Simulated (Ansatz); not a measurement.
# Pd2Ge: pressure series

Take Pd2Ge (space group P-62m, No. 189; a cell from a computed database, its experimental status unchecked) as the base.

```
Pd2Ge
1.0
    6.69029     0.00000     0.00000
   -3.34514     5.79396     0.00000
    0.00000     0.00000     3.41651
Ge Pd
3 6
Cartesian
  3.34514   1.93132   0.00000
  0.00000   3.86264   0.00000
  0.00000   0.00000   1.70825
  4.07601   0.00000   1.70825
  1.30714   2.26403   1.70825
 -2.03800   3.52993   1.70825
 -0.90303   1.56410   0.00000
  1.80607   0.00000   0.00000
  2.44211   4.22986   0.00000
```

Cell and atoms are relaxed at each pressure.

Calculations: Kohn–Sham DFT with the PBEsol functional, run in Ansatz (a quantum-chemistry and plane-wave program) with PAW and 420 eV plane waves, no SOC, earlier PAW set.

```tsv
pressure (GPa)	volume per atom (Å³/atom)
-2	14.890
-1	14.801
0	14.715
3	14.468
7	?
15	13.663
30	12.922
50	12.222
```

### Question
Fit the third-order Birch–Murnaghan form P(V) = (3B₀/2)[(V₀/V)^(7/3) − (V₀/V)^(5/3)]·[1 + (3/4)(B₀′ − 4)((V₀/V)^(2/3) − 1)] (squares taken in P) to the rows shown and predict the withheld row.

### Answer
Least squares on the printed values gives V₀ = 14.713 Å³/atom, B₀ = 165 GPa, B₀′ = 5.2; this predicts 14.161 Å³/atom, and the run gives 14.176 Å³/atom, 0.015 higher.

Load acts through the strain it causes; cell and atoms are relaxed under it. No phonon test of stability was made. Competing high-pressure phases were not computed. The final runs are not spin-polarised.
